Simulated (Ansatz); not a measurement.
Checking a run of Ansatz (a program for electronic structure) on HfB2 (P6/mmm, 3 atoms in the cell). The aim is a self-consistent single point with DFT, revPBE, plane waves, default PAW files made with PBE.

Cell that was meant: a = 3.1086 Å, b = 3.1086 Å, c = 3.4524 Å, α = 90.00°, β = 90.00°, γ = 120.00°.

Part of the input:

Ansatz 0.2 input:
```yaml
    - { symbol: B, position: [0.666667, 0.333333, 0.500000] }
kpoints:
  mp_grid:
    grid: [1, 1, 1]
hamiltonian:
  xc: revpbe
  pseudopotentials:
```

Log, with long lists cut:

```
   [... lines left out ...]
PAW frozen core: B, regenerated for the run's functional, and the local potential with it
Initial density: superposition of atomic densities (neutral atoms: chi_scale 0, normalization atom), corrected by the library's trained network
Initial wavefunctions: pseudopotential atomic-orbital guess
Eigensolver: davidson
Functional: x = revpbe(κ = 1.245, μ = 0.2195149727645171), c = pbe(β = 0.06672455060314922)
SCF iter   1: F=—  HF=-16038.977017 eV  |F-HF|=—  |Δ(HF+E_count)|=         —  Δρ=7.42e-2  dr2=1.81e0  ethr=1.77e-3  ⟨swp⟩=4.0  Hψ=73  notcnv=0
all-band conjugate gradients solve this SCF's bands
preconditioner: auto → none
SCF iter   2: F=—  HF=-16038.655302 eV  |F-HF|=—  |Δ(HF+E_count)|=   3.22e-1  Δρ=3.50e-2  dr2=2.08e-1  ethr=1.77e-3  ⟨swp⟩=2.0  Hψ=34  notcnv=0
   [... lines left out ...]
SCF iter   5: F=—  HF=-16038.642051 eV  |F-HF|=—  |Δ(HF+E_count)|=   1.58e-4  Δρ=5.98e-4  dr2=6.18e-5  ethr=4.00e-7  ⟨swp⟩=2.0  Hψ=36  notcnv=0
SCF iter   6: F=—  HF=-16038.642069 eV  |F-HF|=—  |Δ(HF+E_count)|=   1.77e-5  Δρ=1.53e-4  dr2=2.67e-6  ethr=1.93e-7  ⟨swp⟩=2.0  Hψ=31  notcnv=0
SCF iter   7: F=—  HF=-16038.642068 eV  |F-HF|=—  |Δ(HF+E_count)|=   9.13e-7  Δρ=3.05e-5  dr2=1.11e-7  ethr=8.34e-9  ⟨swp⟩=2.0  Hψ=32  notcnv=0
SCF iter   8: F=-16038.642068 eV  HF=-16038.642068 eV  |F-HF|=4.38e-10  |Δ(HF+E_count)|=   1.74e-8  Δρ=4.13e-6  dr2=2.26e-9  ethr=3.13e-10  ⟨swp⟩=4.0  Hψ=71  notcnv=0
SCF 1 converged in 8 iterations: F = -16038.642068 eV  dr2 = 2.26e-9
Free energy (F): -16038.642068 eV
Internal energy: -16038.642068 eV  (E = F + TS)
E sigma→0 (E₀):  -16038.642068 eV
Fermi energy:    22.037044 eV
--- Forces (eV/Å), atoms counted from 1 ---
  atom   1  Hf     0.00000000    -0.00000000     0.00000000
   [... zero for the other atoms too ...]
--- Stress (GPa, compression-positive) ---
       36.936617      -0.000000       0.000000
        0.000000      36.936617       0.000000
        0.000000       0.000000      25.511370
  P = ⅓ Tr σ = 33.1282 GPa (331.282 kbar)
  The stress holds the Pulay correction. Without it, at fixed plane waves, as pw.x and ABINIT print it: P = 32.9012 GPa
```

Q: Can these results be used? Check the input.

A: The run is not sound. The fault is a single k-point for a small metallic cell. One k-point cannot sample the Fermi surface of a small cell. To fix it, use a converged k-point mesh. The run converged in 8 iterations without an error; against the sound input the free energy rises by 2.64 eV/atom and the pressure goes from 12.28 to 33.13 GPa.

The sound input it was made from differs as follows (other fixes are possible):
```diff
-    grid: [1, 1, 1]
+    grid: [12, 12, 10]
```

With that input, the run converged in 6 iterations: free energy E − TS (on the zero of these files) -16046.5524 eV; Fermi level (on the code's own zero) 21.27 eV; pressure 12.28 GPa (DFT, revPBE, plane waves, default PAW files made with PBE).

On the sound input: the starting cell comes from a database of computed structures (which also holds hypothetical and non-ambient phases and stackings), without a prior relaxation at this level. Its lattice was rescaled by a random factor within 2.5 % of one. With a pressure of about 12 GPa the cell is away from its equilibrium volume at this level. Ansatz's pressure includes its estimate of the finite-basis (Pulay) stress.
